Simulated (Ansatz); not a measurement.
Several settings converged on Ni (Fm-3m, 1 atom in the cell)

```xyz
1
Lattice="0.0000 1.7547 1.7547 1.7547 0.0000 1.7547 1.7547 1.7547 0.0000" Properties=species:S:1:pos:R:3 pbc="T T T"
Ni     0.0000     0.0000     0.0000
```
Moments meant for the start (each program seeds them in its own way; μB, in the order of the atoms Ni): 1.0.

Base method: PBE, PAW files (plane waves; Ansatz, a first-principles code).

Base settings: basis.ecutwfc = 420 eV; kpoints.mp_grid.grid = 16 16 16; hamiltonian.xc = pbe; hamiltonian.pseudopotentials = {kind: paw} (the program's default PAW files); magnetization.spin_polarized = true; scf.occupations.method = gaussian; scf.occupations.width = 0.1 eV.

The count of work is k-points × plane waves × bands × iterations; it is no time. 

**The cutoff for other potential files**

Level: DFT, PBE, plane waves, norm-conserving files (source: ansatz).

In this ladder: hamiltonian.pseudopotentials = {kind: nc, source: ansatz}.

The second cell is the first with its lattice scaled by 0.98.

The mesh stays at the base's, so the ladder's end is converged at best in this setting alone.

The first pressure column holds Ansatz's estimate of the finite-basis (Pulay) stress, which hides part of the cutoff error; the other is without it.

Only quantities that move along the ladder and can be compared are tabulated.

```csv
basis.ecutwfc,free energy less the last step's (meV/atom),energy of the compressed cell less the first (meV/atom),pressure (GPa),pressure without the Pulay estimate (GPa),net moment (μB/atom),count of work / last
630 eV,67532.94,-478.11,-61.42,-3128.65,0.748,0.10
770 eV,20082.51,26.75,-16.79,-1498.80,0.735,0.14
980 eV,1777.56,47.74,4.71,-233.99,0.626,0.20
1190 eV,54.41,31.93,1.21,-11.64,0.623,0.29
1400 eV,0.88,32.47,1.41,1.35,0.622,0.34
1680 eV,0.43,32.46,1.41,1.40,0.622,0.46
2100 eV,0.22,32.46,1.41,1.39,0.622,0.65
2800 eV,0.00,32.46,1.41,1.40,0.622,1.0
```

Coarsest basis.ecutwfc that holds the energy of the compressed cell less the first within 0.2 meV/atom of the last step, with all finer ones: 1400 eV, at 0.34 of the last step's count of work; the step before is off by 0.53 meV/atom.

Coarsest basis.ecutwfc that holds the pressure within 0.1 GPa of the last step, with all finer ones: 1400 eV, at 0.34 of the last step's count of work; the step before is off by 0.20 GPa.

Coarsest basis.ecutwfc that holds the net moment within 0.01 μB/atom of the last step, with all finer ones: 980 eV, at 0.20 of the last step's count of work; the step before is off by 0.11 μB/atom.

The energy difference between the two cells stays within 1 meV/atom of the last step's from 1190 eV on, the total only from 1400 eV on: much of the error is common to both cells and cancels.

At the lowest cutoff the pressure without the Pulay estimate lies 3130 GPa under the last step's, the usual sign of Pulay stress in an incomplete plane-wave basis.

**The relaxed cell against the cutoff**

In this ladder: relax = cell and atoms.

The mesh stays at the base's, so the ladder's end is converged at best in this setting alone.

Only quantities that move along the ladder and can be compared are tabulated.

```csv
basis.ecutwfc,relaxed volume (Å³/atom),relaxation steps
210 eV,9.250,81
295 eV,11.174,15
355 eV,10.891,6
420 eV,10.881,4
505 eV,10.878,4
630 eV,10.875,4
840 eV,10.875,4
```

Coarsest basis.ecutwfc that holds the relaxed volume within 0.022 Å³/atom of the last step, with all finer ones: 355 eV; the step before is off by 0.30 Å³/atom.

At the lowest cutoff the cell relaxes to a volume 15 % smaller than at the highest. Ansatz relaxes on a stress corrected for the finite basis.

On the base run: the starting cell has typed, rounded lattice constants, without a prior relaxation at this level. Its lattice was rescaled by up to half a per cent. With one magnetic atom in the cell only a parallel order is possible.

Left out of this page: 1 run of the series failed or unconverged.

Keys are those of Ansatz 0.2.
